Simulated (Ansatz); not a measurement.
Subject: the energy of the reaction as written. Reaction: 1/2 cell B → cell A. A negative value means that the right-hand side lies lower.

Cell A: a sheet of composition PtSe2, 3 atoms, hexagonal cell of 3.71 Å (11.9 Å²), symmetry P-3m1, 2.6 Å thick under 16 Å of vacuum, in-plane vectors relaxed; planes from bottom to top: Se | Pt | Se; a model cell; spin state with PBE: run without spin, k-point mesh 12×12×1.
```xyz
3
Lattice="3.7076 0.0000 0.0000 -1.8538 3.2109 0.0000 0.0000 0.0000 18.5400" Properties=species:S:1:pos:R:3 pbc="T T T"
Se     0.0000     2.1406     7.9456
Pt     0.0000     0.0000     9.2700
Se     1.8538     1.0703    10.5944
```

Cell B: a slab of composition Pt2Se4, 6 atoms, hexagonal cell of 3.73 Å (12.0 Å²), symmetry P-3m1, 7.6 Å thick under 16 Å of vacuum, in-plane vectors held at the given values, so it may be strained; planes from bottom to top: (Se | Pt | Se) × 2; a model cell; spin state with PBE: run without spin, k-point mesh 9×9×1.
```yaml
crystal:
  lattice:
    - [3.73000, 0.00000, 0.00000]
    - [-1.86500, 3.23027, 0.00000]
    - [0.00000, 0.00000, 23.63000]
  atoms:
    - { symbol: Se, position: [0.33333, 0.66667, 0.33903] }
    - { symbol: Pt, position: [0.00000, 0.00000, 0.39504] }
    - { symbol: Se, position: [0.66667, 0.33333, 0.44967] }
    - { symbol: Se, position: [0.33333, 0.66667, 0.55033] }
    - { symbol: Pt, position: [0.00000, 0.00000, 0.60496] }
    - { symbol: Se, position: [0.66667, 0.33333, 0.66097] }
```

Computed with Ansatz (plane waves, PAW), its default PAW set, cutoff 420 eV, 500 eV for r2SCAN. The structures are at rest with PBE+D3(BJ), within the held lattices; other levels are single points on them. HSE06 runs on coarser k-point meshes, mended by the PBE difference between the two meshes. Neutral cells; Fermi-Dirac smearing of at most 0.05 eV in the solids, energies taken to zero width. The lattices are those relaxed with PBE+D3(BJ) or held as stated, so at other levels the solids can be strained, which adds to the spread. A dispersion term (D3(BJ), or D4 for r2SCAN) was computed beside these levels and is taken off wherever the name lacks it. No zero-point or thermal terms. No structure search was made; lower ones may exist. The runs are scalar-relativistic, without spin-orbit coupling. Values are for these cell sizes. Cell A has symmetry P-3m1 and got no random move, so less symmetric positions, which may lie lower, weren't tried. Cell B has symmetry P-3m1 and got no random move, so less symmetric positions, which may lie lower, weren't tried.

Problem. What is the computed value (PBE+D3(BJ))?

Solution. 0.21 eV, for 1/2 cell B → cell A.

Problem. How does the value move with the functional?

Solution. 
| Functional | value (eV) | less PBE+D3(BJ) |
|---|---|---|
| PBE | -0.05 | -0.26 |
| r2SCAN | -0.02 | -0.23 |
| r2SCAN+D4 | 0.09 | -0.12 |
| HSE06 | -0.06 | -0.27 |

The levels span 0.27 eV, from HSE06 (-0.06) to PBE+D3(BJ) (0.21). They disagree on the sign.

Ansatz is a program for electronic structure.
